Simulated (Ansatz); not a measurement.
The parent structure is TiB$_{2}$ (space group P6/mmm, No. 191; a = 3.025 Å, c = 3.224 Å).

The other end (x = 1) is HfB2 (space group P6/mmm, No. 191): 9.88 Å³/atom, gap zero.

The values are results of Ansatz (a first-principles code), r2SCAN, PAW, cutoff 500 eV, no spin-orbit coupling, earlier PAW set, not measurements.

Hf replaces a fraction x of Ti; each row is one arrangement (x, atoms in the cell, starting space group or random), fully relaxed.

One change was made to it. Results:

```csv
quantity,base,after
mixing energy (to 0.01 eV only: unlike meshes or grids),–,+0.02 eV/atom
shortest interatomic distance,1.746 Å,1.780 Å
deviation of the volume from the linear (Vegard-type) interpolation,–,+0.4 %
```

**Question.** Which change produced these results?
(A) x(Hf) = 0.5, 12 atoms, Cmcm
(B) x(Hf) = 0.25, 12 atoms, Immm
(C) x(Hf) = 0.75, 12 atoms, Pmmm
(D) x(Hf) = 0.333, 9 atoms, P6/mmm
(E) x(Hf) = 0.25, 12 atoms, P6/mmm

**Answer.** A, x(Hf) = 0.5, 12 atoms, Cmcm. For comparison, the shortest interatomic distance in the other runs: x(Hf) = 0.333, 9 atoms, P6/mmm gives 1.729 Å; x(Hf) = 0.75, 12 atoms, Pmmm gives 1.771 Å; x(Hf) = 0.25, 12 atoms, P6/mmm gives 1.737 Å; x(Hf) = 0.25, 12 atoms, Immm gives 1.738 Å.

Each cell is one ordered arrangement of few atoms, which overstates ordering effects compared with a random alloy. Whether these cells are dynamically stable was not tested. The final runs are not spin-polarised.
